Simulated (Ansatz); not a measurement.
## NiO in the rock salt structure (space group Fm-3m, No. 225; ferromagnetic)

```
CELL_PARAMETERS angstrom
      0.00000     2.05782     2.05782
      2.05782     0.00000     2.05782
      2.05782     2.05782     0.00000
ATOMIC_POSITIONS crystal
  O  0.00000 0.00000 0.00000
  Ni 0.50000 0.50000 0.50000
```

Calculations: DFT with PBEsol, PAW potentials and a 420 eV plane-wave cutoff in Ansatz (a quantum-chemistry and plane-wave program), spin-orbit coupling left out. Settings: 19×19×19 k-points, 0.05 eV Fermi–Dirac smearing.

| Item | Result |
|---|---|
| Volume per atom | 8.71 Å³ |
| Density | 7.12 g/cm³ |
| Band gap | zero |
| Magnetic state | ferromagnetic |
| Total energy | -3182.139 eV/atom (σ→0; compares only within this code and set-up) |

No phonon test of stability was made. No Hubbard U is applied and the magnetic state is the run's own (NiO ferromagnetic); small cells can't hold the antiferromagnetic order that many such compounds have, so gaps and moments can be off. In its common phase, real NiO is an antiferromagnetic insulator at low temperature.
